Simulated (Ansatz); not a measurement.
An Ansatz (an electronic-structure program) run: AlRu with a change (biaxial strain −1.50 %, plane normal [001], relaxed out of plane); PBEsol (Ansatz, PAW, no spin-orbit coupling).

Input:

Ansatz 0.2 input:
```yaml
crystal:
  lattice:
    - [2.9323769387, 0, 0]
    - [0, 2.9323769387, 0]
    - [0, 0, 2.9993601683]
  atoms:
    - { symbol: Al, position: [0.5, 0.5, 0.5] }
    - { symbol: Ru, position: [0, 0, 0] }
basis: { ecutwfc: 420, ecutrho_ratio: 4, xc_grid: 2, fft_grid_basis: typed }
kpoints: { mp_grid: { grid: [19, 19, 19] } }
hamiltonian:
  xc: pbesol
  dispersion: none
  pseudopotentials: { kind: paw }
scf: { occupations: { method: fermi_dirac, width: 0.1 } }
relax: { f_tol: 0.005, max_steps: 50, cell: { stress_tol: 0.01, fix: [a, b, gamma] } }
output: { forces: true, stress: true }
checkpoint: { write: state.ck, write_every: 1000 }
```

Output (explanatory and most iteration lines left out):

```
Relaxation: its limit of steps is 50 (relax.max_steps)
Pseudopotential: Al, paw, valence charge 3
Pseudopotential: Ru, paw, valence charge 16
Crystal: 2 atoms, lattice volume = 25.791 Å³
Basis set: ecut = 420 eV, 487 PW (Γ), exchange–correlation on 40×40×48 points (8 copies of the dense FFT grid, shifted against one another)
Bands: 14, of which v1, the nominal top of the filled ones, is band 10 counted from 1 (9 counted from 0)
Symmetry: 16 space group operations
Space group: P4/mmm (ITA 123), of the structure as read, at distance tolerance 3.0e-5 Å
k-points: 550 of 6859
Functional: x = pbesol(κ = 0.804, μ = 0.12345679012345678), c = pbesol(β = 0.046)
SCF iter   1: F=—  HF=-6342.322205 eV  |F-HF|=—  |Δ(HF+E_count)|=         —  Δρ=9.02e-3  dr2=2.39e-2  ethr=1.77e-3  ⟨swp⟩=5.0  Hψ=40976  notcnv=0
SCF iter   2: F=—  HF=-6342.318573 eV  |F-HF|=—  |Δ(HF+E_count)|=   3.63e-3  Δρ=5.13e-3  dr2=8.72e-3  ethr=1.26e-4  ⟨swp⟩=1.1  Hψ=12159  notcnv=0
SCF 1 converged in 6 iterations: F = -6342.316570 eV  dr2 = 1.51e-9
relax step   1: F+E_penalty+E_count = -6342.31657018 eV  Δ(F+E_penalty+E_count) = +0.000e0 eV  max|allowed force component| = 8.628e-32 eV/Å  Δτ_max = 0.0000 Å  P = +5.287 GPa  Ω = 25.791 Å³  fix = [a, b, gamma]  reactions: a +6.688, b +6.688 GPa  (6 SCF iters, dr2 threshold 1.00e-7 eV, accepted)
[... steps on the carried basis left out ...]
relax step   3: F+E_penalty+E_count = -6342.31795240 eV  Δ(F+E_penalty+E_count) = -3.382e-5 eV  max|allowed force component| = 2.662e-30 eV/Å  Δτ_max = 0.0000 Å  P = +3.599 GPa  Ω = 25.979 Å³  energy of the carried Pulay correction = -6.204e-5 eV  fix = [a, b, gamma]  reactions: a +5.402, b +5.402 GPa  (6 SCF iters, dr2 threshold 2.00e-7 eV, accepted)
Crystal: 2 atoms, lattice volume = 25.979 Å³
SCF iter   1: F=—  HF=-6342.318040 eV  |F-HF|=—  |Δ(HF+E_count)|=         —  Δρ=1.38e-5  dr2=9.81e-9  ethr=7.20e-9  ⟨swp⟩=3.0  Hψ=61150  notcnv=0
SCF iter   2: F=—  HF=-6342.318016 eV  |F-HF|=—  |Δ(HF+E_count)|=   2.40e-5  Δρ=6.51e-6  dr2=1.92e-9  ethr=5.16e-11  ⟨swp⟩=2.0  Hψ=12996  notcnv=0
SCF 4 converged in 9 iterations: F = -6342.318016 eV  dr2 = 2.95e-18
SCF converged after 9 iterations
Free energy (F): -6342.318016 eV
Internal energy: -6342.267841 eV  (E = F + TS)
E sigma→0 (E₀):  -6342.292928 eV
Entropy (-TS):   -0.050175 eV (-25.088 meV/atom)
Fermi energy:    16.609984 eV
--- Forces (eV/Å), atoms counted from 1 ---
  atom   1  Al     0.00000000    -0.00000000    -0.00000000
  atom   2  Ru     0.00000000     0.00000000     0.00000000
--- Stress (GPa, compression-positive) ---
        5.403013      -0.000000      -0.000000
       -0.000000       5.403013      -0.000000
       -0.000000      -0.000000      -0.004670
  P = ⅓ Tr σ = 3.6005 GPa (36.005 kbar)
--- Relaxed structure (3 steps of the walk, 3 accepted, 1 SCFs on fresh bases) ---
  cell:  # Å, volume = 25.9793 Å³
    - [2.9323769387, 0.0, 0.0]
    - [0.0, 2.9323769387, 0.0]
    - [0.0, 0.0, 3.021259987288895]
  atoms:
    - { symbol: Al, position: [0.49999999999999994, 0.49999999999999994, 0.5] }
    - { symbol: Ru, position: [9.2359851441715e-36, -5.833388579359601e-50, 0.0] }
```

Stability against distortions was not tested. All final runs are without spin polarisation. The cell was made from AlRu in the CsCl type structure (space group Pm-3m, No. 221) by this change: biaxial strain −1.50 %, plane normal [001], relaxed out of plane.
